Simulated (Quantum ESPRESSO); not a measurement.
## Quick settings and what they miss: LuFe2B2 (I4/mmm, 5 atoms in the cell)

Self-consistent single point.

```xyz
5
Lattice="-1.7172 1.7172 4.6465 1.7172 -1.7172 4.6465 1.7172 1.7172 -4.6465" Properties=species:S:1:pos:R:3 pbc="T T T"
Lu     0.0000     0.0000     0.0000
Fe     0.0000     1.7172     2.3233
Fe     1.7172     0.0000     2.3233
B      0.0000     0.0000     5.6343
B      0.0000     0.0000     3.6587
```
Moments meant for the start (each program seeds them in its own way; μB, in the order of the atoms Lu Fe Fe B B): 0.0 4.0 4.0 0.0 0.0.

Method: LDA (PZ), PSlibrary PAW (LDA) pseudopotentials (plane waves; Quantum ESPRESSO).

Base settings: ecutwfc = 55 Ry; ecutrho = 440 Ry; occupations = smearing; smearing = cold; degauss = 0.0099958 Ry; nspin = 2; K_POINTS = automatic 7 7 7 0 0 0; conv_thr = 1e-09 Ry; mixing_beta = 0.3.

Tight run (finer mesh or higher cutoff; not a proven limit): ecutwfc: 55 Ry → 77 Ry; ecutrho: 440 Ry → 616 Ry; conv_thr: 1e-09 Ry → 7.3e-11 Ry; K_POINTS: automatic 7 7 7 0 0 0 → automatic 10 10 10 0 0 0. It gave Fermi level (on the code's own zero) 13.21 eV; pressure -12.94 GPa; largest force (vector length) 0.585 eV/Å; size of the cell's spin moment 2.63 μB; site moments (μB, in the program's spheres or projections) Lu -0.02, Fe 1.34, Fe 1.34, B -0.06, B -0.06.

Quick runs, as changes from the base:
- A: the base itself
- B: ecutwfc: 55 Ry → 33 Ry; ecutrho: 440 Ry → 264 Ry; smearing: cold → gauss; degauss: 0.0099958 Ry → 0.036749 Ry; K_POINTS: automatic 7 7 7 0 0 0 → automatic 6 6 6 1 1 1
- C: ecutwfc: 55 Ry → 28 Ry; ecutrho: 440 Ry → 224 Ry; conv_thr: 1e-09 Ry → 7.3e-05 Ry; K_POINTS: automatic 7 7 7 0 0 0 → automatic 8 8 8 0 0 0

Energies are extrapolated to zero smearing width, which holds to low order in the width alone (under cold and Methfessel-Paxton smearing the free energy itself is taken).

Dashes: pressure of C, not trusted under this conv_thr with d or f elements.

The count of work is k-points × plane waves × bands × iterations; it is no time. Core times come from one kind of shared machine and are given to one figure; runs under 30 s give none.

The starting cell comes from a database of computed structures (which also holds hypothetical and non-ambient phases and stackings), without a prior relaxation at this level. Its lattice was rescaled by a random factor within 2.5 % of one. The magnetic order is the one reached from the typed start; others were not searched systematically. In the base run, with a pressure of about -13 GPa the cell is away from its equilibrium volume at this level.

```
run  energy less tight (meV/atom)  pressure less tight (GPa)  largest miss in a force vector (eV/Å)  size of the net moment less tight (μB/atom)  count of work / tight  core time / tight (rough)
---  ----------------------------  -------------------------  -------------------------------------  -------------------------------------------  ---------------------  -------------------------
A                             5.5                       0.00                                  0.027                                         0.01                   0.22                        0.3
B                            46.6                      -3.05                                  0.129                                        -0.12                  0.078                       0.09
C                           170.4                          –                                  0.081                                        -0.01                  0.075                       0.09
```

Among the runs at the tight run's level, the energy misses run from 5.5 to 170.4 meV/atom.

Left out of this page: 3 runs of the series outside the window shown, repeating another row's setting, or not comparable.
